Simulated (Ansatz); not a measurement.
Consider MgO in the rock salt structure (space group Fm-3m, No. 225; a = 4.159 Å).

Method: plane-wave PAW DFT at the LDA level (Ansatz, a quantum-chemistry and plane-wave program, 420 eV), spin-orbit coupling left out.

Strains are applied to the cell and any free atomic positions relax.

One change was made to it. Results:

| quantity | base | after |
|---|---|---|
| hole mass (degenerate bands, along [100]) | 0.40, 2.0, 2.0 mₑ (at Γ) | 0.38, 2.1, 2.1 mₑ (at Γ) |
| width of the top valence band | 1.87 eV | 1.79 eV |
| electron mass | 0.36 mₑ (at Γ) | 0.34 mₑ (at Γ) |
| band gap | 5.03 eV | 4.59 eV |
| energy relative to the base (free energy F) | 0 meV/atom | +9.4 meV/atom |

Question: Name the change that was made.
A. isotropic strain +1.50 %
B. isotropic strain −1.50 %
C. isotropic strain −1.00 %
D. isotropic strain +2.00 %

Answer: A, isotropic strain +1.50 %. For comparison, the band gap in the other runs: isotropic strain −1.50 % gives 5.51 eV; isotropic strain −1.00 % gives 5.35 eV; isotropic strain +2.00 % gives 4.45 eV.

Masses are band curvatures over ±0.01 Å⁻¹ around the edge. Whether these cells are dynamically stable was not tested.
